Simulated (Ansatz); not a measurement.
The parent structure is Ir in the fcc (Cu type) structure (space group Fm-3m, No. 225; a = 3.8305 Å).

Method: Ansatz (a quantum-chemistry and plane-wave program), PBEsol, PAW, cutoff 420 eV, no spin-orbit coupling.

Base values:

```
Quantity               Value
-------------------  -------
Lattice parameter a  3.830 Å
```

Modification: every Ir is replaced by Pt, then cell and atoms are relaxed.

Problem. How does this affect the lattice parameter a?

Solution. The lattice parameter a increases by 0.088 Å (3.830 Å → 3.918 Å).

Whether these cells are dynamically stable was not tested. All final runs are without spin polarisation. Pt lies near a magnetic instability that expansion can trigger; it was not tested.
